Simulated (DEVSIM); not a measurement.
Device: illuminated GaSb p-on-n cell, one wavelength, at 300 K.

Layer 1 from the left is GaSb, thickness (μm) 0.120, Na (cm⁻³) 7.6e17, τn (s) 4.5e-10, τp (s) 4.3e-10, absorption coefficient (cm⁻¹) 78000. Layer 2 from the left is GaSb, thickness (μm) 0.630, Nd (cm⁻³) 2.3e16, τn (s) 1.5e-9, τp (s) 1.5e-9, absorption coefficient (cm⁻¹) 78000.

Left contact: ohmic, minority electron recombination velocity 50 cm/s. Right contact: ohmic, minority hole recombination velocity 100 cm/s. Voltage is applied to the left contact. Recombination: SRH at mid-gap, radiative, Auger. Light enters at the left, 1.2e18 photons cm⁻² s⁻¹, one pass, no reflection. Mobility is constant in doping.

This is a model device: material constants are rounded textbook-type values typed into the input, and sizes, dopings and lifetimes were drawn at random. Values at 300 K.

GaSb: gap (eV) 0.726, affinity (eV) 4.06, permittivity 15.7, Nc (cm⁻³) 2.1e17, Nv (cm⁻³) 1.8e19, μn (cm²/Vs) 5000, μp (cm²/Vs) 850, B (cm³/s) 1e-10, Cn (cm⁶/s) 5e-30, Cp (cm⁶/s) 5e-30.

Model (solved in DEVSIM): 1D drift-diffusion, Boltzmann statistics, complete ionisation; no tunnelling, impact ionisation, image-force lowering or self-heating.

Task: What does the simulation give for the potential step across the device at zero bias, the fill factor, the dark forward voltage at 100 A/cm², the share of generated pairs collected at short circuit?

Result: potential step across the device at zero bias 0.587 V; fill factor 0.64; dark forward voltage at 100 A/cm² 0.511 V; share of generated pairs collected at short circuit 0.994.
